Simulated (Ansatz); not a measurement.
Input and output of a zone-centre phonon calculation for PtAl₂ (Fm-3m, 3 atoms in the cell) (Ansatz, a quantum-chemistry and plane-wave program).

Level of theory: PBE (plane waves, PAW; Ansatz).

```
CELL_PARAMETERS angstrom
      0.00000     2.97628     2.97628
      2.97628     0.00000     2.97628
      2.97628     2.97628     0.00000
ATOMIC_POSITIONS crystal
  Al 0.25000 0.25000 0.25000
  Al 0.75000 0.75000 0.75000
  Pt 0.00000 0.00000 0.00000
```

Reference input (self-consistent single point, DFT, PBE, plane waves, default PAW files): kpoints.mp_grid.grid = 7 7 7; hamiltonian.xc = pbe; hamiltonian.pseudopotentials = {kind: paw} (the program's default PAW files); scf.occupations.method = fermi_dirac; scf.occupations.width = 0.1 eV. This run's input differs from it in these lines:

```diff
@@ -16,6 +16,4 @@
   occupations: { method: fermi_dirac, width: 0.1 }
-output:
-  forces: true
-  eigenvalues: true
-  stress: true
+phonons:
+  method: dfpt
```

The program printed (abridged):

```
SCF iter   1: F=—  HF=-13600.686866 eV  |F-HF|=—  |Δ(HF+E_count)|=         —  Δρ=1.54e-3  dr2=1.55e-3  ethr=1.77e-3  ⟨swp⟩=5.2  Hψ=3303  notcnv=0
all-band conjugate gradients solve this SCF's bands
preconditioner: auto → Kerker (q_TF=auto, 2.393 Å⁻¹)
SCF iter   2: F=—  HF=-13600.687171 eV  |F-HF|=—  |Δ(HF+E_count)|=   3.06e-4  Δρ=7.43e-4  dr2=2.52e-4  ethr=6.44e-6  ⟨swp⟩=2.3  Hψ=1256  notcnv=0
   [... lines left out ...]
SCF iter   6: F=—  HF=-13600.687243 eV  |F-HF|=—  |Δ(HF+E_count)|=   2.37e-8  Δρ=3.07e-6  dr2=6.51e-9  ethr=4.17e-10  ⟨swp⟩=2.0  Hψ=930  notcnv=0
SCF iter   7: F=—  HF=-13600.687243 eV  |F-HF|=—  |Δ(HF+E_count)|=   6.98e-9  Δρ=1.05e-6  dr2=7.61e-10  ethr=2.71e-11  ⟨swp⟩=2.1  Hψ=948  notcnv=0
SCF iter   8: F=—  HF=-13600.687243 eV  |F-HF|=—  |Δ(HF+E_count)|=  6.28e-10  Δρ=2.91e-7  dr2=5.74e-11  ethr=3.17e-12  ⟨swp⟩=2.0  Hψ=961  notcnv=0
SCF iter   9: F=-13600.687243 eV  HF=-13600.687243 eV  |F-HF|=3.64e-12  |Δ(HF+E_count)|=  3.64e-12  Δρ=4.04e-8  dr2=3.84e-13  ethr=1.00e-12  ⟨swp⟩=5.9  Hψ=2646  notcnv=0
SCF 1 converged in 9 iterations: F = -13600.687243 eV  dr2 = 3.84e-13
DFPT response loops at Γ: preconditioner auto → Kerker (q_TF=auto, 2.393 Å⁻¹) (partly filled bands, converged f_vac=0.001) …
Free energy (F): -13600.687243 eV
Internal energy: -13600.639792 eV  (E = F + TS)
E sigma→0 (E₀):  -13600.663518 eV
Entropy (-TS):   -0.047451 eV (-15.817 meV/atom)
Fermi energy:    11.052727 eV
--- Phonons (Γ-DFPT): 2 representative perturbations + reference, on 40 of 343 k-points (Σ response iterations 6) ---
  k mesh reduced under 8 symmetry operations, with k and −k counted as one. Each operation leaves every solved displacement unchanged or reverses it
  ASR residual: 1.207e-4 → 0.000e0 eV/Å²; symmetrization residual: 6.504e-6 eV/Å²
  ASR residual per site (eV/Å²): 4.83e-8 4.83e-8 1.21e-4
  Γ frequencies (cm⁻¹): 0.00 0.00 0.00 226.74 226.74 226.74 277.44 277.44 277.44
  non-analytic LO–TO correction: not included (Born effective charges unavailable; polar crystals: no LO–TO splitting at Γ)
```

The run converged in 9 iterations. 

Summary of the result:
```
Property                                                                                  Value
--------------------------------------------------------  -------------------------------------
Free energy E − TS (on the zero of these files)                                  -13600.6872 eV
Fermi level (on the code's own zero)                                                   11.05 eV
Zone-centre frequencies (cm⁻¹; negative means imaginary)  0, 0, 0, 227, 227, 227, 277, 277, 277
```

The starting cell has typed, rounded lattice constants, without a prior relaxation at this level. Its lattice was rescaled by a random factor within 2.5 % of one. Spin polarisation is off.

Keys are those of Ansatz 0.2.
